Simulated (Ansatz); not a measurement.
Start from Ta in the bcc (W type) structure (space group Im-3m, No. 229; a = 3.254 Å; relaxed with 0.1 eV smearing). Axes: x, y, z lie along the cube axes.

Method: LDA in Ansatz (plane waves to 420 eV, PAW, scalar-relativistic without spin-orbit coupling).

For the base:

| Quantity | Result |
|---|---|
| Shortest interatomic distance | 2.818 Å |
| Pressure | 0.0 GPa |

Modification: compressive biaxial strain of 1.25 % in the plane normal to [111], as in epitaxy on a mismatched substrate; the out-of-plane cell vector and the atoms relax.

Q: Estimate the effect on the shortest interatomic distance.

A: The shortest interatomic distance decreases by 0.027 Å (2.818 Å → 2.791 Å).

Q: How does this affect the ratio −ε⊥/ε∥?

A: The ratio −ε⊥/ε∥ is 1.12.

Q: How does this affect the pressure?

A: The pressure (mean of the normal stresses, compression positive) goes from zero to 2.6 GPa.

Stability against distortions was not tested. All final runs are without spin polarisation.

Ansatz is an electronic-structure program.
